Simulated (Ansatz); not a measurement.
This Ansatz (a program for electronic structure) input is the reference run, BaTiO3 (space group P4mm, No. 99), computed with DFT with r2SCAN, PAW potentials and a 500 eV plane-wave cutoff in Ansatz, scalar-relativistic without spin-orbit coupling:

Ansatz 0.2 input:
```yaml
crystal:
  lattice:
    - [3.972188476, 0, 0]
    - [0, 3.972188476, 0]
    - [0, 0, 4.1130248284]
  atoms:
    - { symbol: Ti, position: [0.5, 0.5, 0.4523462942] }
    - { symbol: Ba, position: [0, 0, 0.9342374472] }
    - { symbol: O, position: [0.5, 0.5, 0.8951564268] }
    - { symbol: O, position: [0.5, 0, 0.4121299159] }
    - { symbol: O, position: [0, 0.5, 0.4121299159] }
basis: { ecutwfc: 500, ecutrho_ratio: 4, xc_grid: 4, fft_grid_basis: typed }
kpoints: { mp_grid: { grid: [8, 8, 8] } }
hamiltonian:
  xc: r2scan
  dispersion: none
  pseudopotentials: { kind: paw }
scf: { occupations: { method: fermi_dirac, width: 0.05 }, convergence: { dr2_threshold: 0.0000000005 } }
output: { forces: true, stress: true }
```

Write the input for this change: the symmetric strain tensor [0.0055 -0.0041 -0.0061; -0.0041 0.0151 0.0101; -0.0061 0.0101 -0.0162], atoms relaxed at fixed cell.


Ansatz 0.2 input:
```yaml
crystal:
  lattice:
    - [3.9940355126, -0.0162859728, -0.0242303497]
    - [-0.0162859728, 4.032168522, 0.0401191036]
    - [-0.0250894515, 0.0415415508, 4.0463938262]
  atoms:
    - { symbol: Ti, position: [0.5, 0.5, 0.4523462942] }
    - { symbol: Ba, position: [0, 0, 0.9342374472] }
    - { symbol: O, position: [0.5, 0.5, 0.8951564268] }
    - { symbol: O, position: [0.5, 0, 0.4121299159] }
    - { symbol: O, position: [0, 0.5, 0.4121299159] }
basis: { ecutwfc: 500, ecutrho_ratio: 4, xc_grid: 4, fft_grid_basis: typed }
kpoints: { mp_grid: { grid: [8, 8, 8] } }
hamiltonian:
  xc: r2scan
  dispersion: none
  pseudopotentials: { kind: paw }
scf: { occupations: { method: fermi_dirac, width: 0.05 }, convergence: { dr2_threshold: 0.0000000005 } }
relax: { f_tol: 0.005, max_steps: 50 }
output: { forces: true, stress: true }
checkpoint: { write: state.ck, write_every: 1000 }
```
This is the input that was run.

Stability against distortions was not tested. The final runs are not spin-polarised.
